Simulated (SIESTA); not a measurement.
Input and output of a self-consistent single point for HfPd2 (I4mm, 3 atoms in the cell) (SIESTA).

Level of theory: GGA PBEsol, numerical atomic orbitals TZP, PseudoDojo PBEsol standard norm-conserving potentials (rewritten from UPF to PSML) in SIESTA 5.4.2.

```xyz
3
Lattice="-1.6945 1.6945 4.3440 1.6945 -1.6945 4.3440 1.6945 1.6945 -4.3440" Properties=species:S:1:pos:R:3 pbc="T T T"
Hf     0.0000     0.0000     0.0500
Pd     0.0000     0.0000     2.9455
Pd     0.0000     0.0000     5.7425
```

Reference input (self-consistent single point, DFT, GGA PBEsol, numerical atomic orbitals TZP, PseudoDojo PBEsol standard norm-conserving potentials (rewritten from UPF to PSML)): XC.functional = GGA; XC.authors = PBEsol; potentials = PseudoDojo PBEsol standard; PAO.BasisSize = TZP; PAO.EnergyShift = 0.005 Ry; MeshCutoff = 400 Ry; kgrid.MonkhorstPack = 6 6 6; OccupationFunction = FD; ElectronicTemperature = 1160.45 K; MaxSCFIterations = 150; SCF.Mixer.Method = Broyden; SCF.Mixer.Weight = 0.1. This run's input differs from it in these lines:

```diff
@@ -29,8 +29,8 @@
 %block kgrid.MonkhorstPack
-    6   0   0  0.0
-    0   6   0  0.0
-    0   0   6  0.0
+    7   0   0  0.0
+    0   7   0  0.0
+    0   0   7  0.0
 %endblock kgrid.MonkhorstPack
 OccupationFunction           FD
-ElectronicTemperature        1160.45 K
+ElectronicTemperature        580.23 K
```

Log, with long lists cut:

```
        iscf     Eharris(eV)        E_KS(eV)     FreeEng(eV)     dDmax    Ef(eV) dHmax(eV)
   scf:    1    -8843.288470    -8871.058393    -8871.069247  1.336012 -5.265191  9.364203
   scf:    2    -8874.878350    -8873.167027    -8873.177830  0.063801 -5.274624  6.600475
   scf:    3    -8874.486321    -8874.452395    -8874.469397  0.105028 -5.322111  1.519116
   scf:    4    -8872.044991    -8873.740760    -8873.753231  0.147194 -5.482733  3.682956
   scf:    5    -8874.949866    -8874.467892    -8874.483587  0.045857 -5.520777  1.422821
   [... 5 lines left out ...]
   scf:   11    -8874.606999    -8874.606718    -8874.625266  0.001898 -5.531211  0.005965
   scf:   12    -8874.606764    -8874.606745    -8874.625264  0.000362 -5.531361  0.006782
   scf:   13    -8874.606721    -8874.606734    -8874.625268  0.000102 -5.531427  0.000800
   scf:   14    -8874.606733    -8874.606734    -8874.625268  0.000016 -5.531449  0.000750
SCF Convergence by DM+H criterion
max |DM_out - DM_in|         :     0.0000156361
max |H_out - H_in|      (eV) :     0.0007497343
SCF cycle converged after 14 iterations

Using DM_out to compute the final energy and forces

siesta: E_KS(eV) =            -8874.6067

siesta: E_KS - E_eggbox =     -8874.6067

siesta: Atomic forces (eV/Ang):
     1    0.000041    0.000041   -0.388558
     2   -0.000248   -0.000248    0.082947
     3   -0.000024   -0.000024    0.306500
   Tot   -0.000230   -0.000230    0.000889
   Max    0.388558
   Res    0.167266    sqrt( Sum f_i^2 / 3N )
   Max    0.388558    constrained

Stress tensor Voigt[x,y,z,yz,xz,xy] (kbar):       20.87       20.87       29.84        0.85        0.85       -0.09
(Free)E + p*V (eV/cell)    -8875.3683
Target enthalpy (eV/cell)    -8874.6253

   [... lines left out ...]
siesta: FreeEng =     -8874.625268
siesta: Cell volume =         49.894221 Ang**3
siesta:         -23.86036164        -45.07949967  kBar
   [... lines left out ...]
              0.355   0.299   1.772   1.754   1.776   1.754   1.593   0.057

              0.092   0.128   0.092   0.140  -0.003  -0.040  -0.076  -0.040

              0.054

mulliken: Qtot =       48.000

Mulliken Atomic Populations:
Atom #   charge [q] valence [e]  Species
     1     0.867752   11.132248  Hf
     2    -0.424233   18.424233  Pd
     3    -0.443520   18.443520  Pd
 Total     0.000000
```

The run converged in 14 iterations. Against the reference run the free energy rises by 17.8 meV/atom, the pressure goes from -2.57 to -2.39 GPa and the largest force hardly changes (0.392 to 0.389 eV/Å).

The starting cell comes from a database of computed structures (which also holds hypothetical and non-ambient phases and stackings), without a prior relaxation at this level. Its lattice was rescaled by up to half a per cent. One atom was moved a little off its site on purpose. Spin polarisation is off. Values carry the incompleteness of an atom-centred basis.

Cost on one core of a shared machine: roughly 2 min.
